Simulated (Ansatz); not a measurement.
Base system: TiAl (space group P4/mmm, No. 123; a = 2.8241 Å, c = 4.0748 Å; relaxed with 0.1 eV smearing).

The values are results of PBE/PAW in Ansatz (a quantum-chemistry and plane-wave program), spin-orbit coupling left out, not measurements.

Strains are applied to the cell and any free atomic positions relax.

One change was made to it. Results:

The pressure (mean of the normal stresses, compression positive) goes from zero to 1.7 GPa; the energy grows by 1.3 meV/atom.

Question: What was done to the base?
A) isotropic strain −1.50 %
B) isotropic strain −2.00 %
C) isotropic strain −0.50 %

Answer: C, isotropic strain −0.50 %. For comparison, the energy relative to the base in the other runs: isotropic strain −2.00 % gives +22 meV/atom; isotropic strain −1.50 % gives +12 meV/atom.

No phonon test of stability was made. All final runs are without spin polarisation.
